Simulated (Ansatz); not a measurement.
# MoSi2: energy against strain

MoSi2 (MoSi2 type, I4/mmm, 13.061 Å³/atom and stress up to 0.01 GPa in the relaxed cell, c along z) under a strain ε along a (axis x), the other axes held. LDA in Ansatz, a plane-wave DFT program (PAW, default set), 420 eV, 25×25×25 Γ-centred mesh, Fermi-Dirac smearing 0.10 eV; ions are relaxed, or left where forces stay under 0.02 eV/Å, within the symmetry of each cell.

Here s stands for strain and y for E less E0.

| strain (%) | E less E0 (meV/atom) |
|---|---|
| -3.00 | ? |
| -1.50 | 4.04 |
| -1.00 | 1.78 |
| -0.50 | 0.44 |
| 0.00 | 0.00 |
| 0.50 | 0.43 |
| 1.00 | 1.71 |
| 1.50 | 3.82 |

**Question.** Fit y against s with a parabola, and predict the withheld value at s = -3.00.

**Answer.** Least squares gives y = -0.001 - 0.0579·s + 1.7471·s². Residuals (row less fit): 0.023, -0.024, -0.025, 0.001, 0.023, 0.022, -0.023; standard error 0.029 (degrees of freedom: 4). Twice the quadratic coefficient over the volume, 2 × 1.7471 meV × 10⁴ × 0.1602 / 13.061 Å³, is the elastic constant C11 = about 430 GPa. At the withheld row, y = -0.001 - 0.0579 × (-3.0) + 1.7471 × (-3.0)² = 15.897 meV/atom. The calculation gives 16.55 meV/atom, 0.653 meV/atom above the prediction (3.9 % of the range of y in the table). The row lies outside the fitted rows, so this is an extrapolation. From the scatter of the fitted rows alone, a prediction at this place has a standard error of 0.109 meV/atom, so the miss is 6.0 times that.

A polynomial of degree 3 through the 12 other runs of the series gives 16.55 there, so most of the miss is curvature that the fit leaves out. In a metal these values are sensitive to mesh and smearing; energies are taken to zero smearing, stresses follow the free energy. Rows are the converged runs of the series near zero and its far end; series whose fitted rows scatter by over a few per cent of the range, as at a crossing or softening among them, aren't shown in this form, nor equations of state whose B0' disagrees with the runs' pressures. Most that stay on the fit to the last digits aren't either.
